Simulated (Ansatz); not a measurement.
The starting structures come from a database of crystals and need not be the phases stable at ambient conditions.

Tunnelling through a barrier is set by its complex band structure: the current falls as exp(−2κd) with the smallest κ.

Here is the system:

```
Ba3ZnN2O
1.0
    5.86866     0.00000     0.00000
    2.93433     9.74510     0.00000
    2.93433    -0.88355     2.79815
Ba Zn N O
3 1 2 1
Direct
  0.78212   0.21788   0.21788
  0.21788   0.78212   0.78212
  0.00000   0.50000   0.50000
  0.50000   0.00000   0.00000
  0.69946   0.80054   0.80054
  0.30054   0.19946   0.19946
  0.50000   0.50000   0.50000
```

Space group of this cell: P4/mmm. The cell is taken as given; by r2SCAN its mean pressure is -2.4 GPa.

Transport runs along the normal of the first two printed cell vectors, the (111) plane of the conventional cell.

The gap is the functional's own. No spin-orbit coupling. Mid-gap values are interpolated on the energy grid.

**Question.** Give the band gap and the smallest decay constant κ at mid-gap that r2SCAN (Ansatz, a quantum-chemistry and plane-wave program) yields.

**Answer.** Gap 0.74 eV on a 12×12×12 mesh; κ = 0.166 1/Å, at (0.000, 0.500) of the in-plane reciprocal vectors. At the zone centre, at the nearest computed energy, the slowest state has κ = 0.19 1/Å.
